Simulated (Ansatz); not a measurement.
Start from Si in the diamond structure (space group Fd-3m, No. 227; a = 5.470 Å).

The values are results of PBE in Ansatz (plane waves to 420 eV, PAW, spin-orbit coupling left out), earlier PAW set, not measurements.

Carriers are added at fixed cell with a uniform background; the Fermi–Dirac width is that of 300 K.

One change was made to it. Results:

```tsv
quantity	base	after
gap between the host's bands	0.61 eV	0.68 eV
Fermi level relative to the doped band's edge (positive inside the band; to 0.05 eV)	–	+0.55 eV
gap character	indirect, Γ → a point along ⟨100⟩, about 1.0 Å⁻¹ from Γ	indirect, Γ → a point along ⟨100⟩, about 1.0 Å⁻¹ from Γ
```

Task: Which change produced these results?
A) holes 3.0×10^21 cm⁻³
B) holes 1.0×10^21 cm⁻³
C) electrons 1.0×10^21 cm⁻³
D) electrons 2.0×10^21 cm⁻³

Result: A, holes 3.0×10^21 cm⁻³. For comparison, the gap between the host's bands in the other runs: holes 1.0×10^21 cm⁻³ gives 0.63 eV; electrons 1.0×10^21 cm⁻³ gives 0.60 eV; electrons 2.0×10^21 cm⁻³ gives 0.58 eV.

Carriers are added with a uniform compensating background; total energy and stress of such cells depend on the potential's zero and are not compared; many-body gap narrowing is missing at this level. Stability against distortions was not tested.

Ansatz is a first-principles code.
